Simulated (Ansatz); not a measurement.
## NiGe2 (Cmce, No. 64, 12 atoms in the cell; start mp-29900)

These are r²SCAN+rVV10 (plane waves, PAW; Ansatz, a program for electronic structure) values and carry that method's errors.

Settings: plane-wave cutoff 500 eV, 8×8×8 k mesh, Fermi–Dirac smearing 0.05 eV, no spin polarisation, scalar-relativistic PAW data made under PBE.

Cell (relaxed at this level):

Space group Cmce (No. 64); a = 10.747 Å, b = 5.721 Å, c = 5.716 Å, α = 90.00°, β = 90.00°, γ = 90.00°

```json
[
 {"atom": "Ni", "site": "8d", "symmetry": "2..", "x": "0.1158", "y": "0.0000", "z": "0.0000"},
 {"atom": "Ge", "site": "8f", "symmetry": "m..", "x": "0.0000", "y": "0.3454", "z": "0.1565"},
 {"atom": "Ge", "site": "8e", "symmetry": ".2.", "x": "0.2500", "y": "0.2551", "z": "0.2500"}
]
```
(The calculation used a cell of 12 atoms; values per cell refer to that cell.)

For NiGe2 (Cmce, No. 64, 12 atoms in the cell; start mp-29900), the band gap comes out as none.

Note: the relaxation could not lower the start's symmetry, so the cell can be a saddle point above a distorted one.

Spin–orbit coupling is not included.

The computed numbers hold no vibrational or temperature effects.

Cost on a shared machine: about 11 core-minutes (a rough figure).

A start named mp-… is a Materials Project structure, which need not be a measured phase.
